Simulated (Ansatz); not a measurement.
The starting structures come from a database of crystals and need not be the phases stable at ambient conditions.

Inside the gap of an insulator the Bloch states are evanescent, with a wavenumber k + iκ along the transport direction.

```xyz
9
Lattice="8.6987 0.0000 0.0000 0.0000 8.6987 0.0000 4.3494 -4.3494 4.5660" Properties=species:S:1:pos:R:3 pbc="T T T"
Cs     4.3494     0.0000     2.2830
Cs     8.6987     4.3494     2.2830
Pd     0.0000     0.0000     0.0000
I      8.6987     0.0000     3.1267
I      4.3494     4.3494     1.4393
Br     6.9432     1.7555     0.0000
Br     6.1049     2.5939     4.5660
Br     6.9432     6.9432     0.0000
Br     1.7555     1.7555     0.0000
```

Space group of this cell: I4/mmm. The cell is taken as given; by PBEsol its mean pressure is -1.8 GPa.

Transport runs along the normal of the first two printed cell vectors, the (001) plane of the conventional cell.

The gap is the functional's own, uncorrected, and κ follows it; spin-orbit coupling is left out. Mid-gap values are interpolated between the computed energies.

Question: Estimate the band gap and the smallest decay constant κ at mid-gap that PBEsol (Ansatz, an electronic-structure program) returns for this system.

Answer: Gap 0.63 eV on a 8×8×8 mesh; κ = 0.072 1/Å, at the zone centre.
